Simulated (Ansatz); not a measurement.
Take BaTiO3 in the cubic perovskite structure (space group Pm-3m, No. 221; a = 3.935 Å) as the base. Axes: x, y, z lie along the cube axes.

The values are results of LDA (Ansatz, an electronic-structure program, PAW, no spin-orbit coupling), not measurements.

For the base:

The pressure is -0.01 GPa and the band gap is 1.83 eV. The smallest direct gap is 1.87 eV and the volume per atom is 12.18 Å³.

The change: biaxial strain +2.40 %, plane normal [001], relaxed out of plane (Cartesian); in-plane vectors clamped, the third vector and the atoms free.

Problem. Predict the new pressure.

Solution. The pressure (mean of the normal stresses, compression positive) shrinks by 5.45 GPa to -5.46 GPa.

Problem. How does this affect the band gap?

Solution. The band gap shrinks by 0.155 eV to 1.67 eV.

Problem. What happens to the smallest direct gap?

Solution. The smallest direct gap drops by 0.11 eV to 1.76 eV.

Problem. What does the calculation give for the volume per atom after the change?

Solution. The volume per atom goes up by 0.40 Å³, from 12.18 Å³ to 12.58 Å³.

Problem. What does the calculation give for the energy relative to the base after the change?

Solution. The energy increases by 16 meV/atom.

Whether these cells are dynamically stable was not tested. The final runs are not spin-polarised. Many cubic perovskites are stable only at high temperature; tilts and polar distortions were not tested. This is not the structure that BaTiO3 has at room temperature and ambient pressure.
